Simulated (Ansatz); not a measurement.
Migration barriers of dopant-vacancy pairs in metallic hosts: PBE bands (Ansatz, a program for electronic structure, plane waves to 420 eV, PAW, climbing-image NEB) beside the CHGNet universal potential on its own band (it has no charge state). Forward barriers of single hops from the lowest site run, static nuclei, no finite-size correction. The rows are a random draw from the bands that converged and passed our checks of state and shape. Saddle orders were checked for a part of the study's bands only and are not shown. Vacancies start on their lattice site; split forms were not set up. Spin-orbit coupling is left out.

```
Defect                                                                                                                                              Route  Hop (Å), direction in the unit cell  End over start, densest mesh run (eV)                Cell and PBE mesh  CHGNet k-points  PBE (eV)
---------------------------------------------------------  ----------------------------------------------------------------------------------------------  -----------------------------------  -------------------------------------  -------------------------------  ---------------  --------
Si-vacancy pair (Si on Nb, Nb vacant) in bcc Nb, charge 0  Si changes places with the vacancy (Si-vacancy distance between ideal sites 2.87 Å throughout)        2.60 along (0.46, 0.46, 0.44)                                   0.00          36 sites, 2×2×3 shifted             none      0.58
V-vacancy pair (V on Al, Al vacant) in fcc Al, charge 0      V changes places with the vacancy (V-vacancy distance between ideal sites 2.86 Å throughout)        3.10 along (0.00, 0.54, 0.54)                                   0.00          32 sites, 3×3×3 shifted             none      1.63
Ir-vacancy pair (Ir on Ru, Ru vacant) in hcp Ru, charge 0  Ir changes places with the vacancy (Ir-vacancy distance between ideal sites 2.66 Å throughout)      2.60 along (-0.64, -0.32, 0.49)                                   0.00  36 sites, 2×2×2 shifted along c             none      2.52
In-vacancy pair (In on Ru, Ru vacant) in hcp Ru, charge 0  In changes places with the vacancy (In-vacancy distance between ideal sites 2.66 Å throughout)      2.29 along (-0.58, -0.29, 0.43)                                   0.00  36 sites, 2×2×2 shifted along c             none      0.77
Hf-vacancy pair (Hf on Ru, Ru vacant) in hcp Ru, charge 0  Hf changes places with the vacancy (Hf-vacancy distance between ideal sites 2.66 Å throughout)      2.24 along (-0.58, -0.29, 0.42)                                   0.00  36 sites, 2×2×2 shifted along c             none      0.70
Ru-vacancy pair (Ru on Rh, Rh vacant) in fcc Rh, charge 0  a nearby Rh jumps into the vacancy (Ru-vacancy distance between ideal sites 2.71 Å throughout)       2.63 along (-0.49, 0.49, 0.00)                                   0.00          32 sites, 2×2×2 shifted             none      1.75
Ti-vacancy pair (Ti on Rh, Rh vacant) in fcc Rh, charge 0  a nearby Rh jumps into the vacancy (Ti-vacancy distance between ideal sites 2.71 Å throughout)       2.69 along (-0.50, 0.50, 0.00)                                   0.00          32 sites, 2×2×2 shifted             none      1.68
Zn-vacancy pair (Zn on Cu, Cu vacant) in fcc Cu, charge 0  Zn changes places with the vacancy (Zn-vacancy distance between ideal sites 2.57 Å throughout)        2.46 along (0.00, 0.48, 0.48)                                   0.00          32 sites, 2×2×2 shifted             none      0.47
```

Task: What does CHGNet give for each row, and how does it differ from PBE over these rows?

Result: In the order of the rows: 0.44, 0.72, 0.77, 0.11, 0.13, 0.62, 0.65, 0.40 eV. Against PBE it lies higher in 0 of 8 rows and lower in 7 (differences over 0.07 eV). The mean difference is -0.78 eV (median -0.78) and the mean size 0.78 eV; the largest, -1.75 eV, is in row 3.
